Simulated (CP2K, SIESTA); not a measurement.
A CP2K input for a self-consistent single point of CsCaBr₃ (Pm-3m, 5 atoms in the cell) (DFT LDA (Pade form), GPW, DZVP-MOLOPT-SR-GTH basis, GTH-PADE potentials (GTH_POTENTIALS)):

```
&GLOBAL
  PROJECT bulk
  RUN_TYPE ENERGY_FORCE
  PRINT_LEVEL MEDIUM
&END GLOBAL
&FORCE_EVAL
  METHOD Quickstep
  STRESS_TENSOR ANALYTICAL
  &DFT
    BASIS_SET_FILE_NAME BASIS_MOLOPT
    POTENTIAL_FILE_NAME GTH_POTENTIALS
    &QS
      METHOD GPW
      EPS_DEFAULT 1E-10
    &END QS
    &MGRID
      CUTOFF 500
      REL_CUTOFF 50
      NGRIDS 5
    &END MGRID
    &SCF
      SCF_GUESS ATOMIC
      EPS_SCF 1E-6
      MAX_SCF 100
      ADDED_MOS 8
      &DIAGONALIZATION
        ALGORITHM STANDARD
      &END DIAGONALIZATION
      &MIXING
        METHOD BROYDEN_MIXING
        ALPHA 0.2
        NBUFFER 12
        BETA 1.5
      &END MIXING
    &END SCF
    &KPOINTS
      SCHEME MONKHORST-PACK 3 3 3
    &END KPOINTS
    &XC
      &XC_FUNCTIONAL PADE
      &END XC_FUNCTIONAL
    &END XC
    &PRINT
      &MO
        EIGENVALUES T
        OCCUPATION_NUMBERS T
        NDIGITS 8
        FILENAME mo
        &EACH
          QS_SCF 0
        &END EACH
        ADD_LAST NUMERIC
      &END MO
      &MULLIKEN ON
      &END MULLIKEN
    &END PRINT
  &END DFT
  &SUBSYS
    &CELL
      ABC 5.58365000 5.58365000 5.58365000
      ALPHA_BETA_GAMMA 90.00000000 90.00000000 90.00000000
      PERIODIC XYZ
    &END CELL
    &COORD
      Cs       0.00000000     0.00000000     0.00000000
      Ca       2.79182500     2.79182500     2.79182500
      Br       2.79182500     0.00000000     2.79182500
      Br       0.00000000     2.79182500     2.79182500
      Br       2.79182500     2.79182500     0.00000000
    &END COORD
    &KIND Cs
      BASIS_SET DZVP-MOLOPT-SR-GTH-q9
      POTENTIAL GTH-PADE-q9
    &END KIND
    &KIND Ca
      BASIS_SET DZVP-MOLOPT-SR-GTH-q10
      POTENTIAL GTH-PADE-q10
    &END KIND
    &KIND Br
      BASIS_SET DZVP-MOLOPT-SR-GTH-q7
      POTENTIAL GTH-PADE-q7
    &END KIND
  &END SUBSYS
  &PRINT
    &FORCES ON
    &END FORCES
    &STRESS_TENSOR ON
    &END STRESS_TENSOR
  &END PRINT
&END FORCE_EVAL
```

Question: Write the same calculation as an input for SIESTA.

Answer: This is the input that was run; spellings and numerical settings could be chosen otherwise.

```
# files in the folder: Cs.psml Ca.psml Br.psml (PseudoDojo LDA standard)
SystemName  CsCaBr3
SystemLabel siesta

NumberOfAtoms                5
NumberOfSpecies              3
%block ChemicalSpeciesLabel
  1 55 Cs
  2 20 Ca
  3 35 Br
%endblock ChemicalSpeciesLabel
LatticeConstant              1.0 Bohr
%block LatticeVectors
    10.551569276    0.000000000    0.000000000
     0.000000000   10.551569276    0.000000000
     0.000000000    0.000000000   10.551569276
%endblock LatticeVectors
AtomicCoordinatesFormat      Fractional
%block AtomicCoordinatesAndAtomicSpecies
     0.000000000    0.000000000    0.000000000  1
     0.500000000    0.500000000    0.500000000  2
     0.500000000    0.000000000    0.500000000  3
     0.000000000    0.500000000    0.500000000  3
     0.500000000    0.500000000    0.000000000  3
%endblock AtomicCoordinatesAndAtomicSpecies

XC.functional                LDA
XC.authors                   PW92
PAO.BasisSize                DZP
PAO.EnergyShift              0.005 Ry
MeshCutoff                   350 Ry
%block kgrid.MonkhorstPack
    3   0   0  0.0
    0   3   0  0.0
    0   0   3  0.0
%endblock kgrid.MonkhorstPack
OccupationFunction           FD
ElectronicTemperature        10 K

MaxSCFIterations             150
SCF.Mixer.Method             Broyden
SCF.Mixer.Weight             0.25
SCF.Mixer.History            6
SCF.DM.Tolerance             1.0E-04
Diag.ParallelOverK           true
WriteForces                  true
```

Basis settings and potentials, where a program has them, do not carry over. This input uses DFT, LDA PW92, numerical atomic orbitals DZP, PseudoDojo LDA standard norm-conserving potentials (rewritten from UPF to PSML). LDA parametrisations can differ slightly between programs.

The starting cell comes from a database of computed structures (which also holds hypothetical and non-ambient phases and stackings), without a prior relaxation at this level. Its lattice was rescaled by a random factor within 2.5 % of one.
